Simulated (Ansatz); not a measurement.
Lattice parameter a of CdS (model structure, started from the PtS type, P4₂/mmc, No. 131, 4 atoms in the cell) at several levels of theory

No measured value is used here.

```json
[
 {"level (code)": "PBE (Ansatz)", "value (Å)": "3.901"},
 {"level (code)": "PBEsol (Ansatz)", "value (Å)": "3.821"},
 {"level (code)": "PBE-D3(BJ) (Ansatz)", "value (Å)": "3.825"}
]
```

Ansatz's density-functional and Hartree–Fock values are scalar-relativistic unless marked +SOC, with PAW data made under PBE.

A model structure was made by putting elements into a prototype or built by hand; it is no filed structure, need not be a known phase, and can be a saddle point held by its symmetry.

Ansatz is a program for electronic structure.
